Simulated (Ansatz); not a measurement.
An Ansatz (a first-principles code) run: Cu with a change (isotropic strain +1.00 %); Kohn–Sham DFT with the PBEsol functional, run in Ansatz with PAW and 420 eV plane waves, spin-orbit coupling left out.

Input:

Ansatz 0.2 input:
```yaml
crystal:
  lattice:
    - [0, 1.7997067062, 1.7997067062]
    - [1.7997067062, 0, 1.7997067062]
    - [1.7997067062, 1.7997067062, 0]
  atoms:
    - { symbol: Cu, position: [0, 0, 0] }
basis: { ecutwfc: 420, ecutrho_ratio: 4, xc_grid: 2, fft_grid_basis: typed }
kpoints: { mp_grid: { grid: [32, 32, 32] } }
hamiltonian:
  xc: pbesol
  dispersion: none
  pseudopotentials: { kind: paw }
scf: { occupations: { method: fermi_dirac, width: 0.1 }, convergence: { dr2_threshold: 0.0000000001 } }
relax: { f_tol: 0.005, max_steps: 50 }
output: { forces: true, stress: true }
checkpoint: { write: state.ck, write_every: 1000 }
```

Output:

```
Relaxation: its limit of steps is 50 (relax.max_steps)
WARN ansatz: RAYON_NUM_THREADS=1 ignored (pool sized by the plan → 1); use --threads N
Pseudopotentials: kind: paw
Pseudopotential: Cu, paw, valence charge 19
Functional definition: PBEsol
Crystal: 1 atoms, lattice volume = 11.658 Å³
Basis set: ecut = 420 eV, 259 PW (Γ), exchange–correlation on 36×36×36 points (8 copies of the dense FFT grid, shifted against one another)
Bands: 14, of which v1, the nominal top of the filled ones, is band 10 counted from 1 (9 counted from 0)
Symmetry: 48 space group operations
Space group: Fm-3m (ITA 225), of the structure as read, at distance tolerance 2.3e-5 Å
k-points: 897 of 32768
PAW frozen core: Cu, regenerated for the run's functional, and the local potential with it
Initial density: superposition of atomic densities (neutral atoms: chi_scale 0, normalization atom), corrected by the library's trained network
Initial wavefunctions: pseudopotential atomic-orbital guess
Eigensolver: davidson
Functional: x = pbesol(κ = 0.804, μ = 0.12345679012345678), c = pbesol(β = 0.046)
SCF iter   1: F=—  HF=-6588.779051 eV  |F-HF|=—  |Δ(HF+E_count)|=         —  Δρ=2.10e-2  dr2=2.69e-2  ethr=1.77e-3  ⟨swp⟩=5.3  Hψ=62642  notcnv=0
all-band conjugate gradients solve this SCF's bands
preconditioner: auto → none
SCF iter   2: F=—  HF=-6588.772822 eV  |F-HF|=—  |Δ(HF+E_count)|=   6.23e-3  Δρ=8.93e-4  dr2=3.32e-5  ethr=1.41e-4  ⟨swp⟩=2.8  Hψ=27018  notcnv=0  defer=117
SCF iter   3: F=—  HF=-6588.772810 eV  |F-HF|=—  |Δ(HF+E_count)|=   1.23e-5  Δρ=9.61e-4  dr2=4.45e-5  ethr=1.75e-7  ⟨swp⟩=2.0  Hψ=21173  notcnv=0  defer=117
SCF iter   4: F=—  HF=-6588.772833 eV  |F-HF|=—  |Δ(HF+E_count)|=   2.35e-5  Δρ=7.70e-5  dr2=2.89e-7  ethr=1.75e-7  ⟨swp⟩=1.0  Hψ=12450  notcnv=0  defer=117
SCF iter   5: F=—  HF=-6588.772834 eV  |F-HF|=—  |Δ(HF+E_count)|=   5.59e-7  Δρ=3.21e-6  dr2=6.45e-10  ethr=1.52e-9  ⟨swp⟩=2.0  Hψ=17243  notcnv=0  defer=117
SCF iter   6: F=-6588.772834 eV  HF=-6588.772834 eV  |F-HF|=8.19e-12  |Δ(HF+E_count)|=  2.93e-10  Δρ=3.10e-7  dr2=4.20e-12  ethr=1.00e-12  ⟨swp⟩=4.4  Hψ=42902  notcnv=0
SCF 1 converged in 6 iterations: F = -6588.772834 eV  dr2 = 4.20e-12
relax step   1: F+E_penalty+E_count = -6588.77283373 eV  Δ(F+E_penalty+E_count) = +0.000e0 eV  max|allowed force component| = 0.000e0 eV/Å  Δτ_max = 0.0000 Å  (6 SCF iters, accepted)
SCF converged after 6 iterations
Free energy (F): -6588.772834 eV
Harris-Foulkes:  -6588.772834 eV  (|F-HF|=8.19e-12)
Internal energy: -6588.763002 eV  (E = F + TS)
E sigma→0 (E₀):  -6588.767918 eV
Entropy (-TS):   -0.009832 eV (-9.832 meV/atom)
Fermi energy:    16.880555 eV
--- Per-component energies (eV) ---
  E_band       = -356.601407
  E_kinetic    = 300.214743
  E_local      = -4025.515882  (includes V_loc(G=0)·N_el)
  E_nonlocal   = 391.347887
  E_hartree    = 1770.959280
  E_xc         = -89.110801
  E_vxc        = -115.502020  (∫ρ·V_xc dr)
  E_paw        = -1626.136296  (= ΣΔE_a)
  E_vpaw       = -449.065089  (= ΣTr[D̂ρ^β])
  E_aug_tail   = 0.000238  (compensation charges beyond the density's cutoff)
  E_ewald      = -3310.728374
  E_core_change = 0.206202  (= ΣΔE_core)
  E_smearing   = -0.009832  (= −TS)
  E_closure    = -0.000000  (closes the sum)
  Σ components = -6588.772834   (vs F -6588.772834, Δ=0.00e0)
  [band-id]    e_kinetic+e_local+e_nonlocal+2·e_hartree+e_vxc+e_vpaw+e_augmentation_tail = -356.601563   (vs E_band -356.601407, Δ=-1.57e-4)
--- Forces (eV/Å), atoms counted from 1 ---
  atom   1  Cu    -0.00000000    -0.00000000     0.00000000
  max |Σ_I F_I| component: 1.15e-31 eV/Å
--- Stress (GPa, compression-positive) ---
       -4.666163       0.000000       0.000000
       -0.000000      -4.666163       0.000000
        0.000000       0.000000      -4.666163
  P = ⅓ Tr σ = -4.6662 GPa (-46.662 kbar)
  The stress holds the Pulay correction. Without it, at fixed plane waves, as pw.x and ABINIT print it: P = -4.7783 GPa
  The stress includes an estimate of the error left by incomplete SCF convergence (largest component 0.0002 GPa).
--- Band table ---
  band table: none
--- Relaxed structure (1 steps of the walk, 1 accepted, 0 SCFs on fresh bases) ---
  F+E_penalty+E_count = -6588.77283373 eV   max|allowed force component| = 0.000e0 eV/Å
  atoms:
    - { symbol: Cu, position: [0.0, 0.0, 0.0] }
```

Stability against distortions was not tested. The final runs are not spin-polarised. The cell was made from Cu in the fcc (Cu type) structure (space group Fm-3m, No. 225) by this change: isotropic strain +1.00 %.
